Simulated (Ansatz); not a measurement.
## Hypothetical rock salt GaAs, point defects

Take a 16-atom supercell of GaAs in the rock salt structure (space group Fm-3m, No. 225; a hypothetical phase, not in the database extracts checked) at its relaxed geometry as the base.

```
CELL_PARAMETERS angstrom
      0.00000     5.39190     5.39190
      5.39190     0.00000     5.39190
      5.39190     5.39190     0.00000
ATOMIC_POSITIONS crystal
  As 0.00000 0.00000 0.00000
  As 0.00000 0.00000 0.50000
  As 0.00000 0.50000 0.00000
  As 0.00000 0.50000 0.50000
  As 0.50000 0.00000 0.00000
  As 0.50000 0.00000 0.50000
  As 0.50000 0.50000 0.00000
  As 0.50000 0.50000 0.50000
  Ga 0.25000 0.25000 0.25000
  Ga 0.25000 0.25000 0.75000
  Ga 0.25000 0.75000 0.25000
  Ga 0.25000 0.75000 0.75000
  Ga 0.75000 0.25000 0.25000
  Ga 0.75000 0.25000 0.75000
  Ga 0.75000 0.75000 0.25000
  Ga 0.75000 0.75000 0.75000
```

One neutral defect a cell, atoms relaxed at fixed cell.

Computed with PBE, PAW, 420 eV (Ansatz, a first-principles code; no SOC).

```json
[
 {"variant": "perfect supercell", "pressure": "0.1 GPa", "largest displacement of a host atom from its site in the perfect cell": "–"},
 {"variant": "H interstitial (started 2.11 Å from the nearest host atom), symmetric start", "pressure": "1.2 GPa", "largest displacement of a host atom from its site in the perfect cell": "0.26 Å"},
 {"variant": "Zn on a Ga site", "pressure": "-0.5 GPa", "largest displacement of a host atom from its site in the perfect cell": "0.02 Å"},
 {"variant": "Ga on a As site (antisite)", "pressure": "0.8 GPa", "largest displacement of a host atom from its site in the perfect cell": "0.11 Å"},
 {"variant": "As on a Ga site (antisite)", "pressure": "0.4 GPa", "largest displacement of a host atom from its site in the perfect cell": "0.01 Å"}
]
```

In so small a cell the defect repeats every few ångströms: this is an ordered compound, not a dilute defect. Defects with a symmetric start kept the site's symmetry and may sit on a saddle; the others started slightly shaken. All final runs are without spin polarisation.
